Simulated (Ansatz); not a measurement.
The reference is Ti in the hcp (Mg type) structure (space group P6_3/mmc, No. 194; a = 2.9359 Å, c = 4.6364 Å). Axes: x lies along a and z along c of the hexagonal cell.

Computed with DFT with r2SCAN, PAW potentials and a 500 eV plane-wave cutoff in Ansatz (a quantum-chemistry and plane-wave program), scalar-relativistic without spin-orbit coupling.

For the base:

| Item | Value |
|---|---|
| Shortest interatomic distance | 2.872 Å |

The change: a free-standing slab of 4 layers (4 atoms, 1 a layer) is cut normal to the z axis, with 15 Å of vacuum and the in-plane cell held at bulk.

What does the calculation give for the excess energy per area of both faces, shortest interatomic distance and change of the spacing d23 from its bulk value of 2.318 Å after the change?

The excess energy per area of both faces (slab less bulk energy over the cell's area: twice a surface energy) amounts to 4.4 J/m² (uncertain by up to 0.09 J/m²); the shortest interatomic distance decreases by 0.1384 Å (2.872 Å → 2.733 Å); the change of the spacing d23 from its bulk value of 2.318 Å is +5.8 %.

Slab and bulk use different k-meshes, which limits the precision of the excess energy. Whether these cells are dynamically stable was not tested. The final runs are not spin-polarised.
